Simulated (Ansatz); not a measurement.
The structure below was relaxed with r2SCAN in Ansatz (plane waves to 500 eV, PAW, no SOC), at pressure 4.2 GPa.

Space group F-43m (No. 216); a = 5.997 Å, b = 5.997 Å, c = 5.997 Å, α = 90.00°, β = 90.00°, γ = 90.00°

| atom | site | symmetry | x | y | z |
|---|---|---|---|---|---|
| Sb | 4c | -43m | 0.2500 | 0.2500 | 0.2500 |
| Ga | 4a | -43m | 0.0000 | 0.0000 | 0.0000 |

Write out a cell with all atoms.


```cif
data_Ga4Sb4
_chemical_formula_sum 'Sb4 Ga4'
_space_group_name_H-M_alt 'P 1'
_space_group_IT_number 1
_cell_length_a 5.99699
_cell_length_b 5.99699
_cell_length_c 5.99699
_cell_angle_alpha 90.000
_cell_angle_beta 90.000
_cell_angle_gamma 90.000
loop_
_space_group_symop_operation_xyz
  'x, y, z'
loop_
_atom_site_label
_atom_site_type_symbol
_atom_site_fract_x
_atom_site_fract_y
_atom_site_fract_z
_atom_site_occupancy
Sb1 Sb 0.25000 0.25000 0.25000 1
Ga1 Ga 0.00000 0.00000 0.00000 1
Sb2 Sb 0.25000 0.75000 0.75000 1
Ga2 Ga 0.00000 0.50000 0.50000 1
Sb3 Sb 0.75000 0.25000 0.75000 1
Ga3 Ga 0.50000 0.00000 0.50000 1
Sb4 Sb 0.75000 0.75000 0.25000 1
Ga4 Ga 0.50000 0.50000 0.00000 1
```
This is the conventional cell.

Load acts through the strain it causes; cell and atoms are relaxed under it. Stability against distortions was not tested. Tetrahedral semiconductors of this kind turn to denser phases somewhere between about 1 and 50 GPa; those were not computed, so compressed cells here can lie past the real transition. The cell was made from GaSb in the zinc blende structure (space group F-43m, No. 216) by this change: pressure 4.2 GPa.

Ansatz is a quantum-chemistry and plane-wave program.
